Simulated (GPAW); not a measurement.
# Worked example: self-consistent single point of YbC2 (I4/mmm, 3 atoms in the cell) in GPAW

Method: LDA (Perdew-Wang 92), GPAW PAW datasets LDA (gpaw-data 1.0.1) (plane waves; GPAW).

The input file:

```python
from ase import Atoms
from ase.units import GPa
from gpaw import GPAW

atoms = Atoms(['Yb', 'C', 'C'],
              cell=[[-1.907925, 1.907925, 3.213790],
                    [1.907925, -1.907925, 3.213790],
                    [1.907925, 1.907925, -3.213790]],
              positions=[[0.000000, 0.000000, 0.000000],
                         [0.000000, -0.000000, 3.844207],
                         [0.000000, -0.000000, 2.583373]],
              pbc=True)

calc = GPAW(mode={'name': 'pw', 'ecut': 950},
            xc='LDA',
            kpts={'size': (8, 8, 8), 'gamma': True},
            occupations={'name': 'fermi-dirac', 'width': 0.01},
            nbands=-4,
            convergence={'density': 1e-05, 'energy': 1e-05, 'bands': -2},
            symmetry={'symmorphic': False, 'tolerance': 0.0005},
            maxiter=120)

atoms.calc = calc

energy = atoms.get_potential_energy()
print('Energy (eV):', round(energy, 6))
forces = atoms.get_forces()
print('Forces (eV/Ang):')
print(forces.round(5))
stress = atoms.get_stress()
print('Stress (GPa, Voigt):', (stress / GPa).round(4))
```

Output (repeated stretches shortened):

```
Input parameters:
  convergence: {bands: -2,
                density: 1e-05,
                energy: 1e-05}
  kpts: {gamma: True,
         size: (8, 8, 8)}
  maxiter: 120
  mode: {ecut: 950,
         name: pw}
  nbands: -4
  occupations: {name: fermi-dirac,
                width: 0.01}
  symmetry: {symmorphic: False,
             tolerance: 0.0005}

species:
  Yb:
    name: Ytterbium
    Z: 70.0
    valence: 24
    core: 46
    charge: 0.0
    file: Yb.LDA.gz

    # Using partial waves for Yb as LCAO basis

  C:
    name: Carbon
    Z: 6.0
    valence: 4
    core: 2
    charge: 0.0
    file: C.LDA.gz

    # Using partial waves for C as LCAO basis

Reference energy: -384388.035274  # eV

Spin-paired calculation

Convergence criteria:
 Maximum [total energy] change in last 3 cyles: 1e-05 eV / valence electron
 Maximum integral of absolute [dens]ity change: 1e-05 electrons / valence electron
 Maximum integral of absolute [eigenst]ate change: 4e-08 eV^2 / valence electron
 Maximum number of scf [iter]ations: 120

Symmetries present (total): 16
Symmetries with fractional translations: 0
512 k-points: 8 x 8 x 8 Monkhorst-Pack grid + [1/16,1/16,1/16]
59 k-points in the irreducible part of the Brillouin zone
       k-points in crystal coordinates                weights
   0:     0.00000000    0.00000000    0.00000000          1/512
   1:     0.12500000   -0.12500000    0.00000000          4/512
   2:     0.12500000   -0.12500000    0.12500000          4/512
   [... 7 lines left out ...]
          ...
  58:     0.50000000    0.50000000    0.50000000          1/512

Wave functions: Plane wave expansion
  Cutoff energy: 950.000 eV
  Number of coefficients (min, max): 3080, 3139
  Pulay-stress correction: 0.000000 eV/Ang^3 (de/decut=0.000000)

Occupation numbers: Fermi-Dirac:
  width: 0.0100  # eV

Eigensolver

Densities:
  Coarse grid: 30*30*30 grid
  Fine grid: 60*60*60 grid
  Total Charge: 0.000000

Density mixing:
  Method: separate
  Backend: pulay
  Linear mixing parameter: 0.05
  old densities: 5
  Damping of long wavelength oscillations: 50

Hamiltonian:
  XC and Coulomb potentials evaluated on a 60*60*60 grid
  External potential:
    NoExternalPotential

Number of atoms: 3
Number of atomic orbitals: 28
Number of bands in calculation: 20
Number of valence electrons: 32
Bands to converge: 18

Density initialized from atomic densities
  20 bands from LCAO basis set

Atomic positions and initial magnetic moments

Positions:
   0 Yb     0.000000    0.000000    0.000000    ( 0.0000,  0.0000,  0.0000)
   1 C      0.000000   -0.000000    3.844207    ( 0.0000,  0.0000,  0.0000)
   2 C      0.000000   -0.000000    2.583373    ( 0.0000,  0.0000,  0.0000)

Unit cell:
           periodic     x           y           z      points  spacing
  1. axis:    yes   -1.907925    1.907925    3.213790    30     0.1094
  2. axis:    yes    1.907925   -1.907925    3.213790    30     0.1094
  3. axis:    yes    1.907925    1.907925   -3.213790    30     0.0899

  Lengths:   4.196284   4.196284   4.196284
  Angles:  125.912580 125.912580  80.031868

Effective grid spacing dv^(1/3) = 0.1201

     iter     time        total  log10-change:
                         energy   eigst   dens
iter:   1 --:--:--   -34.951417   +0.50
iter:   2 --:--:--   -23.698697   -0.05  -0.88
iter:   3 --:--:--   -23.227013   -0.99  -1.18
iter:   4 --:--:--   -24.252708   -0.25  -1.23
iter:   5 --:--:--   -27.727421   -0.95  -1.23
iter:   6 --:--:--   -21.950639   -0.36  -1.00
   [... 8 lines left out ...]
iter:  15 --:--:--   -21.878790   -2.86  -2.55
iter:  16 --:--:--   -21.878282   -3.10  -2.86
iter:  17 --:--:--   -21.879255   -3.17  -2.95
iter:  18 --:--:--   -21.878141   -3.79  -2.85
iter:  19 --:--:--   -21.878128   -4.36  -3.10
iter:  20 --:--:--   -21.878093c  -4.64  -3.11
iter:  21 --:--:--   -21.878053c  -5.10  -3.31
iter:  22 --:--:--   -21.878201c  -4.44  -3.36
iter:  23 --:--:--   -21.878111c  -5.22  -3.63
iter:  24 --:--:--   -21.878076c  -5.61  -3.74
iter:  25 --:--:--   -21.878002c  -5.55  -3.76
   [... 2 lines left out ...]
iter:  28 --:--:--   -21.878006c  -6.54  -4.33
iter:  29 --:--:--   -21.878006c  -6.58  -4.40
iter:  30 --:--:--   -21.878007c  -7.19  -4.52
iter:  31 --:--:--   -21.878013c  -7.32  -4.60
iter:  32 --:--:--   -21.878027c  -7.33  -4.65
iter:  33 --:--:--   -21.878027c  -7.71c -4.79
iter:  34 --:--:--   -21.878021c  -7.74c -4.82
iter:  35 --:--:--   -21.878019c  -8.19c -4.97
iter:  36 --:--:--   -21.878017c  -8.53c -5.05c

Converged after 36 iterations.

Dipole moment: (-0.000000, -0.000000, 0.000000) |e|*Ang

Energy contributions relative to reference atoms: (reference = -384388.035274)

Kinetic:        -29.899455
Potential:      +25.060855
External:        +0.000000
XC:             -17.519764
Entropy (-ST):   -0.001271
Local:           +0.480982
SIC:             +0.000000
--------------------------
Free energy:    -21.878653
Extrapolated:   -21.878017

Showing only first 2 kpts
 Kpt  Band  Eigenvalues  Occupancy
  0    14      6.56496    0.05339
  0    15      6.56496    0.05339
  0    16      7.62519    0.00000
  0    17      7.62519    0.00000

  1    14      6.48050    1.98446
  1    15      6.49715    1.92049
  1    16      7.21766    0.00000
  1    17      8.42497    0.00000

Fermi level: 6.52900

No gap
No difference between direct/indirect transitions
Energy (eV): -21.878017

Forces in eV/Ang:
  0 Yb   -0.00000    0.00000   -0.00000
  1 C    -0.00000   -0.00000    1.08912
  2 C     0.00000   -0.00000   -1.08912

Stress tensor:
     0.061552     0.000000     0.000000
     0.000000     0.061552     0.000000
     0.000000     0.000000     0.066957
Stress (GPa, Voigt): [ 9.8617  9.8617 10.7277  0.      0.      0.    ]
```

The run converged in 36 iterations. GPAW prints stress with tension positive.

At such cutoffs GPAW's stress carries a finite-basis (Pulay) error, which enters relaxed cells too; its log prints stress with tension positive.

The starting cell comes from a database of computed structures (which also holds hypothetical and non-ambient phases and stackings), without a prior relaxation at this level. Spin-orbit coupling is off. Spin polarisation is off. Forces in this geometry exceed 1 eV/Å.

Cost on one core of a shared machine: roughly 80 s.
